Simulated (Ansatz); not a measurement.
Base system: Hf in the hcp (Mg type) structure (space group P6_3/mmc, No. 194; a = 3.1580 Å, c = 5.0044 Å; relaxed with 0.1 eV smearing).

Modification: an isotropic linear strain of +3.60 %, atoms relaxed at fixed cell.

Levels (all Ansatz, a quantum-chemistry and plane-wave program, PAW, earlier PAW set): PBEsol (420 eV, without spin-orbit coupling); r2SCAN (500 eV, without spin-orbit coupling).

The geometry is relaxed with PBEsol.

| Item | Value |
|---|---|
| PBEsol pressure | -10.0 GPa |

Problem. What does r2SCAN give at this geometry for the pressure?

Solution. The pressure grows by 2.9 GPa (-10.0 GPa → -7.1 GPa).

Single points use the geometry relaxed with PBEsol. Their cutoffs differ, which shifts pressures a little. Whether these cells are dynamically stable was not tested. All final runs are without spin polarisation.
